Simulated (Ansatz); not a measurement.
Si (Cmcm, No. 63, 12 atoms in the cell; start mp-1095269; another form than the element's usual one), treated with r²SCAN in Ansatz (plane waves, PAW).

Settings: plane-wave cutoff 560 eV, 10×10×4 k mesh (along the axes of the cell as run), Fermi–Dirac smearing 0.01 eV, scalar-relativistic PAW data made under PBE.

Cell (relaxed with PBEsol):

```
CELL_PARAMETERS angstrom
      1.91144    -5.34863     0.00000
      1.91144     5.34863     0.00000
      0.00000     0.00000    12.65372
ATOMIC_POSITIONS crystal
  Si 0.75704 0.24296 0.44509
  Si 0.24296 0.75704 0.55491
  Si 0.24296 0.75704 0.94509
  Si 0.75704 0.24296 0.05491
  Si 0.42869 0.57131 0.65722
  Si 0.57131 0.42869 0.34278
  Si 0.57131 0.42869 0.15722
  Si 0.42869 0.57131 0.84278
  Si 0.97119 0.02881 0.40937
  Si 0.02881 0.97119 0.59063
  Si 0.02881 0.97119 0.90937
  Si 0.97119 0.02881 0.09063
```

### Question
Give the computed band gap, smallest direct gap on the k points sampled and Γ–Γ gap.

### Answer

- band gap = 0.69 eV (indirect)
- smallest direct gap on the k points sampled = 0.77 eV
- Γ–Γ gap = 1.30 eV

Note: cell and atoms aren't relaxed at this level (largest force component 0.04 eV/Å, pressure 0.6 GPa).

Cost on a shared machine: roughly 2.8 core-minutes.

A start named mp-… is a Materials Project structure, which need not be a measured phase.

Ansatz is an electronic-structure program.
